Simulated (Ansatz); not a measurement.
We consider fluorite NiSi2, described by PBE-D3(BJ) in Ansatz (plane waves, PAW).

Numerical settings: plane-wave cutoff 520 eV, 20×20×20 k mesh, Fermi–Dirac smearing 0.072 eV (set by the program), no spin polarisation, scalar-relativistic PAW data made under PBE.

Computed at the level's own relaxed cell.

Hill averages of the elastic tensor: K = 159.1 GPa, G = 51.0 GPa. Volume 12.982 Å³/atom, mean atomic mass 38.288 u.

### Question
Work out the density, the sound velocities of a polycrystal and the elastic Debye temperature, and Pugh's ratio at this level.

### Answer
ρ = 1.66054 × 38.288/12.982 = 4.897 g/cm³. v_l = √[(K + 4G/3)/ρ] = 6.810 km/s and v_t = √(G/ρ) = 3.227 km/s. The mean follows from 3/v_m³ = 1/v_l³ + 2/v_t³: v_m = 3.631 km/s. Θ_D = (ħ/k_B) v_m (6π²/V)^(1/3) = 76.38 K Å s/km × 3.631 × 1.6585 Å⁻¹ = 460 K, counting all atoms of the cell. K/G = 3.12, to be set beside Pugh's rough bound of 1.75 between brittle and ductile metals.

Note: the dispersion coefficients are held fixed in the derivatives.

Ansatz is an electronic-structure program.
